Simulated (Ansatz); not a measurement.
An Ansatz (a quantum-chemistry and plane-wave program) input for hcp Mg (1 0 0) on wurtzite GaN (1 0 0) (film strained to the substrate, started from cuts of the bulks and a machine-learned relaxation; slabs Ga10N10 and Mg8, which can lie off the formulas):

Ansatz 0.2 input:
```yaml
crystal:
  lattice:
    - [5.243097, 0.0, -0.021438888]
    - [0.0, 3.218477, 0.037172668]
    - [1.184593337, 1.671012142, 25.00212196]
  atoms:
    - { symbol: Ga, position: [0.53051421, 0.281571316, 0.023318702] }
    - { symbol: Ga, position: [0.997797104, 0.266709705, 0.100463522] }
    - { symbol: N, position: [0.890694871, 0.330008161, 0.026994713] }
    - { symbol: N, position: [0.376186471, 0.259746052, 0.101719676] }
    - { symbol: Ga, position: [0.49169219, 0.738274438, 0.138081002] }
    - { symbol: Ga, position: [0.975131085, 0.695809537, 0.2126391] }
    - { symbol: N, position: [0.86788317, 0.742252269, 0.139092994] }
    - { symbol: N, position: [0.350589546, 0.694242557, 0.212468475] }
    - { symbol: Ga, position: [0.467261904, 0.17182688, 0.249150547] }
    - { symbol: Ga, position: [0.952769774, 0.127781735, 0.323306822] }
    - { symbol: N, position: [0.842502842, 0.173141238, 0.249392168] }
    - { symbol: N, position: [0.327579097, 0.126507647, 0.323713791] }
    - { symbol: Ga, position: [0.445616617, 0.604021235, 0.359873613] }
    - { symbol: Ga, position: [0.932065884, 0.560763271, 0.434448183] }
    - { symbol: N, position: [0.820467038, 0.605154069, 0.360580353] }
    - { symbol: N, position: [0.308741262, 0.556703785, 0.434298642] }
    - { symbol: Ga, position: [0.422483096, 0.030210286, 0.472942433] }
    - { symbol: Ga, position: [0.935284961, 0.028822871, 0.546854138] }
    - { symbol: N, position: [0.802769735, 0.038993553, 0.471298712] }
    - { symbol: N, position: [0.300004766, -0.037628414, 0.548935827] }
    - { symbol: Mg, position: [0.487473826, 0.433621311, 0.582067172] }
    - { symbol: Mg, position: [0.082865933, 0.845546757, 0.642583845] }
    - { symbol: Mg, position: [0.574848563, 0.777942961, 0.705232136] }
    - { symbol: Mg, position: [0.072420834, 0.259761351, 0.747918966] }
    - { symbol: Mg, position: [0.563077196, 0.199444104, 0.814850425] }
    - { symbol: Mg, position: [0.056183067, 0.677925663, 0.856560234] }
    - { symbol: Mg, position: [0.540779741, 0.618248009, 0.920987827] }
    - { symbol: Mg, position: [0.015728981, -0.132832096, 0.981239977] }
basis:
  ecutwfc: 420
  ecutrho_ratio: 4
  xc_grid: 2
kpoints:
  mp_grid: { grid: [6, 10, 1] }
hamiltonian:
  xc: pbe
  dispersion: none
  pseudopotentials: { kind: paw }
scf:
  n_extra_bands: 36
  occupations: { method: fermi_dirac, width: 0.05 }
output:
  forces: true
  stress: true
  eigenstates:
    kpoints:
      - [0, 0, 0]
      - [0.5, 0, 0]
      - [0, 0.5, 0]
      - [0.5, 0.5, 0]
    e_range: [-3.5, 3.5]
    localisation: true
relax:
  f_tol: 0.04
  max_steps: 70
  cell: { fix: [a, b, gamma], stress_tol: 0.3 }
```

Computed with PBE (plane waves to 420 eV, PAW; Ansatz). No spin–orbit coupling; the runs are not spin-polarised. Its k-point mesh 6×10×1, Fermi–Dirac width 0.05 eV.

Problem. Write the closing report of this run, without the band table and long remarks, to eight decimals at most.

Solution. 
```
SCF converged after 5 iterations
Free energy (F): -57068.507684 eV
Harris-Foulkes:  -57068.507684 eV  (|F-HF|=7.48e-9)
Internal energy: -57068.484797 eV  (E = F + TS)
E sigma→0 (E₀):  -57068.496240 eV
Entropy (-TS):   -0.022886 eV (-0.817 meV/atom)
Fermi energy:    8.092675 eV
--- Per-component energies (eV) ---
  E_band       = -3154.710810
  E_kinetic    = 3059.978219
  E_local      = -59938.019997  (includes V_loc(G=0)·N_el)
  E_nonlocal   = 5501.798232
  E_hartree    = 27220.201899
  E_xc         = -1512.935980
  E_vxc        = -1630.963848  (∫ρ·V_xc dr)
  E_paw        = -23536.087229  (= ΣΔE_a)
  E_vpaw       = -4587.891453  (= ΣTr[D̂ρ^β])
  E_aug_tail   = 0.000476  (compensation charges beyond the density's cutoff)
  E_ewald      = -7863.420418
  E_smearing   = -0.022886  (= −TS)
  E_closure    = 0.000000  (closes the sum)
  Σ components = -57068.507684   (vs F -57068.507684, Δ=0.00e0)
--- Forces (eV/Å), atoms counted from 1 ---
  atom   1  Ga     0.00051890    -0.00294468     0.00100515
  atom   2  Ga     0.00072489    -0.00007065    -0.00012248
  atom   3  N     -0.00005460     0.00247456    -0.00052524
  atom   4  N      0.00031493     0.00200720    -0.00100493
  atom   5  Ga     0.00061687     0.00065572     0.00037997
  atom   6  Ga     0.00012754    -0.00157557     0.00053088
  atom   7  N      0.00052153     0.00037199    -0.00013665
  atom   8  N     -0.00081732    -0.00035334     0.00039711
  atom   9  Ga     0.00066991     0.00122418    -0.00057557
  atom  10  Ga    -0.00008114    -0.00078020     0.00054229
  atom  11  N      0.00048148    -0.00029065    -0.00021638
  atom  12  N     -0.00080187    -0.00171531     0.00014725
  atom  13  Ga     0.00110679    -0.00003417    -0.00049355
  atom  14  Ga     0.00031525    -0.00104936    -0.00215391
  atom  15  N     -0.00049712    -0.00031356    -0.00138203
  atom  16  N     -0.00245623    -0.00117702     0.00089680
  atom  17  Ga     0.00058378     0.00047853    -0.00146597
  atom  18  Ga     0.00629676     0.00238681    -0.01356753
  atom  19  N      0.00297703    -0.00176002     0.00567873
  atom  20  N     -0.00817587    -0.00347971    -0.00299227
  atom  21  Mg    -0.00336307     0.00149728     0.00075976
  atom  22  Mg     0.00379282     0.00243611     0.01209423
  atom  23  Mg    -0.00168482     0.00029032     0.00409324
  atom  24  Mg     0.00014119     0.00105483    -0.00023563
  atom  25  Mg    -0.00006383     0.00102513    -0.00238854
  atom  26  Mg     0.00038621     0.00168179    -0.00190963
  atom  27  Mg     0.00101804    -0.00041621    -0.00060308
  atom  28  Mg    -0.00259895    -0.00162223     0.00310980
  max |Σ_I F_I| component: 1.38e-4 eV/Å
--- Stress (GPa, compression-positive) ---
        0.126425       0.003853      -0.069664
        0.003853       0.302586      -0.033699
       -0.069663      -0.033699       0.027415
  P = ⅓ Tr σ = 0.1521 GPa (1.521 kbar)
--- Relaxed structure (18 steps of the walk, 17 accepted, 1 SCFs on fresh bases) ---
  F+E_penalty+E_count = -57068.50768358 eV   max|allowed force component| = 1.356e-2 eV/Å   (the final SCF, on the basis selected at the relaxed cell)
  cell:  # Å, volume = 421.7945 Å³
    - [5.24150535, 0.00094063, -0.13094505]
    - [-0.00027686, 3.21864062, 0.01812439]
    - [0.66231109, 1.52311738, 24.99389079]
  atoms:
    - { symbol: Ga, position: [0.50396846, 0.30493934, 0.02256337] }
    - { symbol: Ga, position: [0.98865478, 0.26271067, 0.09968359] }
    - { symbol: N, position: [0.86699304, 0.29919135, 0.02707308] }
    - { symbol: N, position: [0.36775863, 0.26421093, 0.09736138] }
    - { symbol: Ga, position: [0.49350738, 0.74467434, 0.13529736] }
    - { symbol: Ga, position: [0.99203513, 0.70567829, 0.21137597] }
    - { symbol: N, position: [0.86883390, 0.74315387, 0.13765912] }
    - { symbol: N, position: [0.36891737, 0.70657192, 0.20975757] }
    - { symbol: Ga, position: [0.49242446, 0.18722938, 0.24721966] }
    - { symbol: Ga, position: [0.99217286, 0.14852450, 0.32290507] }
    - { symbol: N, position: [0.86896319, 0.18640741, 0.24868259] }
    - { symbol: N, position: [0.36873354, 0.14937472, 0.32146501] }
    - { symbol: Ga, position: [0.49154750, 0.63011550, 0.35874127] }
    - { symbol: Ga, position: [0.99246706, 0.59092400, 0.43483622] }
    - { symbol: N, position: [0.86841131, 0.62916410, 0.36039538] }
    - { symbol: N, position: [0.36784101, 0.59221614, 0.43248147] }
    - { symbol: Ga, position: [0.48735143, 0.07261041, 0.47042777] }
    - { symbol: Ga, position: [1.00205552, 0.03177921, 0.54759933] }
    - { symbol: N, position: [0.86643783, 0.07131538, 0.47278726] }
    - { symbol: N, position: [0.36522358, 0.03531442, 0.54307495] }
    - { symbol: Mg, position: [0.50630422, 0.51623906, 0.57988085] }
    - { symbol: Mg, position: [-0.03231258, 0.47971956, 0.65252284] }
    - { symbol: Mg, position: [0.46546741, 0.95891015, 0.69384106] }
    - { symbol: Mg, position: [-0.03289240, -0.07604436, 0.76507855] }
    - { symbol: Mg, position: [0.46743320, 0.40319828, 0.80484378] }
    - { symbol: Mg, position: [-0.03372143, 0.36974357, 0.87607199] }
    - { symbol: Mg, position: [0.46923619, 0.84833937, 0.91729058] }
    - { symbol: Mg, position: [0.00760115, -0.18164125, 0.99009694] }
```

Cost: roughly 90 core-minutes.
